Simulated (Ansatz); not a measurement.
# Parameter sweep on Ag₂P (P1, 6 atoms in the cell)

```xyz
6
Lattice="4.2585 0.0000 0.0000 -2.1293 3.6880 0.0000 0.0000 0.0000 5.2179" Properties=species:S:1:pos:R:3 pbc="T T T"
P      0.0204     2.6137     1.3587
P      2.2283     1.2659     3.8793
Ag     0.0120    -0.0658     0.1214
Ag    -0.0007    -0.0716     2.6177
Ag    -0.0693     2.4260     3.8406
Ag     2.0679     1.2078     1.2271
```

Base run A: PBEsol, default PAW files made with PBE in Ansatz (a quantum-chemistry and plane-wave program), self-consistent single point.

Its settings: basis.ecutwfc = 420 eV; kpoints.mp_grid.grid = 7 7 5; hamiltonian.xc = pbesol; hamiltonian.pseudopotentials = {kind: paw} (the program's default PAW files); scf.occupations.method = methfessel_paxton; scf.occupations.width = 0.272 eV.

The starting cell was generated: these elements placed on a structure prototype, without a prior relaxation; it need not be a known phase or ordering of this composition. Its atoms were displaced at random from the sites of space group no. 194. In the base run, with a pressure of about 36 GPa the cell is away from its equilibrium volume at this level. In the base run, forces exceed 1 eV/Å. Ansatz's pressure includes its estimate of the finite-basis (Pulay) stress. The run gives no clean gap (levels at the Fermi energy touch, overlap or are partly filled at this smearing), which alone does not show that the compound is a metal.

Run A gave: pressure (GPa) 36.22; largest force (eV/Å) 1.985.

Runs:
- B: hamiltonian.xc: pbesol → lda [LDA (PW92)]
- C: hamiltonian.xc: pbesol → pbe [PBE]
- D: hamiltonian.xc: pbesol → rpbe [RPBE]
- E: hamiltonian.xc: pbesol → revpbe [revPBE]
- F: hamiltonian.xc: pbesol → blyp [BLYP]
- G: basis.ecutwfc: 420 eV → 500 eV; hamiltonian.xc: pbesol → r2scan [r2SCAN]

Task: What does run C change against A?

Result: The pressure goes from 36.22 to 44.73 GPa and the largest force goes from 1.985 to 2.107 eV/Å.

Task: What does run G change against A?

Result: The pressure goes from 36.22 to 42.88 GPa and the largest force goes from 1.985 to 1.997 eV/Å.

```
run  pressure (GPa)  largest force (eV/Å)
---  --------------  --------------------
A             36.22                 1.985
B             31.25                 1.872
C             44.73                 2.107
D             48.92                 2.164
E             47.75                 2.148
F             56.51                 2.154
G             42.88                 1.997
```

Keys are those of Ansatz 0.2.
